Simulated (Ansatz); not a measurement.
# TiAl3 under a change: x(Lu) = 0.167, 8 atoms, P4/mmm

The reference is TiAl3 (space group I4/mmm, No. 139; a = 3.8459 Å, c = 8.6199 Å).

The other end (x = 1) is Lu3Ti (space group I4/mmm, No. 139; a hypothetical phase, not in the database extracts checked): 25.56 Å³/atom, gap zero; this end may not be an ambient phase.

One thing is altered: a fraction x = 0.167 of the Al sites is given to Lu, ordered in a cell of 8 atoms (starting symmetry P4/mmm) and fully relaxed.

Level of theory: Kohn–Sham DFT with the PBE functional, run in Ansatz (a first-principles code) with PAW and 420 eV plane waves, spin-orbit coupling left out. Settings: 12×12×6 k-points, 0.05 eV Fermi–Dirac smearing, for the changed cell.

```tsv
quantity	base	changed	shift
volume per atom	15.94 Å³	17.29 Å³	+1.355 Å³
density	3.36 g/cm³	4.87 g/cm³	+1.51 g/cm³
band gap	zero	zero	–
mixing energy (to 0.01 eV only: unlike meshes or grids) (against an end that may be hypothetical)	–	-0.02 eV/atom	–
deviation of the volume from the linear (Vegard-type) interpolation	–	-1.4 %	–
```

Final structure:

```xyz
8
Lattice="4.0280 0.0000 0.0000 0.0000 4.0280 0.0000 0.0000 0.0000 8.5263" Properties=species:S:1:pos:R:3 pbc="T T T"
Lu     0.0000     0.0000     4.2631
Al     2.0140     2.0140     0.0000
Al     0.0000     2.0140     2.0580
Al     2.0140     0.0000     6.4682
Al     2.0140     0.0000     2.0580
Al     0.0000     2.0140     6.4682
Ti     0.0000     0.0000     0.0000
Ti     2.0140     2.0140     4.2631
```

Cost of the whole job for the changed cell (relaxation, final SCF and bands): around 7 core-minutes (rough).

Each cell is one ordered arrangement of few atoms, which overstates ordering effects compared with a random alloy. No phonon test of stability was made. All final runs are without spin polarisation. An odd electron count without spin: TiAl3 and Lu3Ti. LuTi2Al5 and Lu3Ti have a high density of states at the Fermi level and may be magnetic at this level.
